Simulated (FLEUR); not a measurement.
Band structure of CaMg3 (P-6m2, 4 atoms in the cell).

```
CaMg3
1.0
    3.40907     0.00000     0.00000
   -1.70453     2.95234     0.00000
    0.00000     0.00000    10.88068
Ca Mg
1 3
Cartesian
  0.00000   0.00000   5.44034
  0.00000   0.00000   0.00000
  1.70454   0.98411   8.31882
  1.70454   0.98411   2.56186
```

Computed with PBEsol, all-electron FLAPW (FLEUR), scalar-relativistic valence.

Settings: Kmax = 3.8 1/bohr; GmaxXC = 15.2 1/bohr; xcFunctional = PBEs; jspins = 1; l_soc = F; mode = hist; fermiSmearingEnergy = 0.00367493 Htr; mesh (inpgen div1-3) = 9 9 3; inpgen gamma flag = false; Gmax = 15.2 1/bohr; numbands = 0; maxIterBroyd = 40; imix = Anderson; alpha = 0.05.

The starting cell comes from a database of computed structures (which also holds hypothetical and non-ambient phases and stackings), without a prior relaxation at this level. Values depend on the basis (sphere radii, cutoffs, local orbitals), which need not be converged.

Levels in eV from the Fermi level, bands 17 to 24:
```
point     17     18     19     20     21    22    23    24
-----  -----  -----  -----  -----  -----  ----  ----  ----
Γ      -6.08  -4.80  -4.11  -0.98  -0.87  2.59  2.91  2.91
M      -1.96  -1.76  -1.06  -0.77  -0.49  0.16  1.38  1.39
K      -0.63  -0.55  -0.41   0.22   0.24  0.36  0.41  0.82
A      -5.97  -5.25  -2.95  -2.77   0.51  2.21  2.91  2.91
L      -1.89  -1.72  -1.35  -0.84  -0.21  0.23  1.34  1.59
H      -0.60  -0.40  -0.39  -0.05   0.04  0.09  0.80  1.22
```
